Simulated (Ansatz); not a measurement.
Ansatz (a first-principles code) run on C6Hg4S6CdN6Br4 (Fmm2, 27 atoms in the cell): self-consistent single point.

Computed with RPBE, default PAW files made with PBE (plane waves; Ansatz).

```xyz
27
Lattice="0.0000 11.0272 3.1457 9.1210 0.0000 3.1457 9.1210 11.0272 0.0000" Properties=species:S:1:pos:R:3 pbc="T T T"
C     11.4980    12.3747     4.4858
C      6.7441     9.6796     4.4858
C     11.4980     9.6796     4.4858
C      6.7441    12.3747     4.4858
C      9.1210    13.7884     2.2020
C      9.1210     8.2660     2.2020
Hg    11.8566    15.2215     3.3785
Hg     6.3854     6.8328     3.3785
Hg    11.8566     6.8328     3.3785
Hg     6.3854    15.2215     3.3785
S     12.6071    12.9792     3.3911
S      5.6350     9.0751     3.3911
S     12.6071     9.0751     3.3911
S      5.6350    12.9792     3.3911
Cd     9.1210    11.0272     0.2120
S      9.1210    15.0785     3.5546
S      9.1210     6.9758     3.5546
N      9.1210     9.1592     1.5099
N      9.1210    12.8952     1.5099
Br    11.9693    17.6856     3.3797
Br     6.2727     4.3687     3.3797
Br    11.9693     4.3687     3.3797
Br     6.2727    17.6856     3.3797
N     10.7737    11.9424     5.2093
N      7.4683    10.1119     5.2093
N     10.7737    10.1119     5.2093
N      7.4683    11.9424     5.2093
```

Reference input (self-consistent single point, DFT, PBEsol, plane waves, default PAW files made with PBE): kpoints.mp_grid.grid = 3 3 3; hamiltonian.xc = pbesol; hamiltonian.pseudopotentials = {kind: paw} (the program's default PAW files); scf.occupations.method = cold; scf.occupations.width = 0.136 eV. This run's input differs from it in these lines:

Ansatz 0.2 input:
```diff
@@ -36,3 +36,3 @@
 hamiltonian:
-  xc: pbesol
+  xc: rpbe
   pseudopotentials: { kind: paw }
```

The program printed (abridged):

```
SCF iter   1: F=—  HF=-83984.453268 eV  |F-HF|=—  |Δ(HF+E_count)|=         —  Δρ=6.60e-3  dr2=6.01e-1  ethr=1.77e-3  ⟨swp⟩=7.0  Hψ=4937  notcnv=0  defer=2
all-band conjugate gradients solve this SCF's bands
preconditioner: auto → Resta (q_TF=auto, 2.284 Å⁻¹)
SCF iter   2: F=—  HF=-83984.377540 eV  |F-HF|=—  |Δ(HF+E_count)|=   7.57e-2  S|Δr|=    0.00e0  Δρ=3.68e-3  dr2=9.29e-2  ethr=2.76e-4  ⟨swp⟩=2.0  Hψ=1291  notcnv=0  defer=17
   [... lines left out ...]
SCF iter   8: F=—  HF=-83984.371720 eV  |F-HF|=—  |Δ(HF+E_count)|=   8.51e-7  S|Δr|=    0.00e0  Δρ=1.66e-5  dr2=2.13e-6  ethr=1.33e-8  ⟨swp⟩=2.0  Hψ=1628  notcnv=0  defer=127
SCF iter   9: F=—  HF=-83984.371722 eV  |F-HF|=—  |Δ(HF+E_count)|=   1.77e-6  S|Δr|=    0.00e0  Δρ=5.05e-6  dr2=2.60e-7  ethr=9.78e-10  ⟨swp⟩=2.0  Hψ=1628  notcnv=0  defer=127
SCF iter  10: F=-83984.371722 eV  HF=-83984.371722 eV  |F-HF|=2.16e-8  |Δ(HF+E_count)|=   3.45e-7  S|Δr|=    0.00e0  Δρ=1.43e-6  dr2=2.22e-8  ethr=4.59e-11  ⟨swp⟩=12.2  Hψ=5220  notcnv=0
SCF 1 converged in 10 iterations: F = -83984.371722 eV  dr2 = 2.22e-8
Stability not checked (fill_not_monotonic)
Free energy (F): -83984.371722 eV
Internal energy: -83984.371722 eV  (E = F + TS)
E sigma→0 (E₀):  -83984.371722 eV
Fermi energy:    4.568912 eV
--- Forces (eV/Å), atoms counted from 1 ---
  atom   1  C      5.39587983     4.69060136    -5.37205338
  atom   2  C     -5.39587983    -4.69060136    -5.37205338
  atom   3  C      5.39587983    -4.69060136    -5.37205338
  atom   4  C     -5.39587983     4.69060136    -5.37205338
  atom   5  C      0.00000000     5.73324675     5.67788811
   [... 18 lines left out ...]
   [... lines left out ...]
  atom  27  N      5.02637351     2.07551508     5.16094096
--- Stress (GPa, compression-positive) ---
        8.124641       0.000000       0.000000
        0.000000      14.372072       0.000000
        0.000000       0.000000       6.679109
  P = ⅓ Tr σ = 9.7253 GPa (97.253 kbar)
  The stress holds the Pulay correction. Without it, at fixed plane waves, as pw.x and ABINIT print it: P = 9.5855 GPa
```

The run converged in 10 iterations. Against the reference run the pressure goes from 5.59 to 9.73 GPa, the largest force goes from 8.817 to 8.943 eV/Å and the gap on the mesh goes from 1.570 to 1.748 eV.

The starting cell comes from a database of published, mostly measured structures (it also holds non-ambient and calculated ones), without a prior relaxation at this level. Its lattice was rescaled by a random factor within 2.5 % of one. Spin-orbit coupling is off. With a pressure of about 10 GPa the cell is away from its equilibrium volume at this level. Forces in this geometry exceed 1 eV/Å. Ansatz's pressure includes its estimate of the finite-basis (Pulay) stress.

Cost on one core of a shared machine: roughly 90 s.
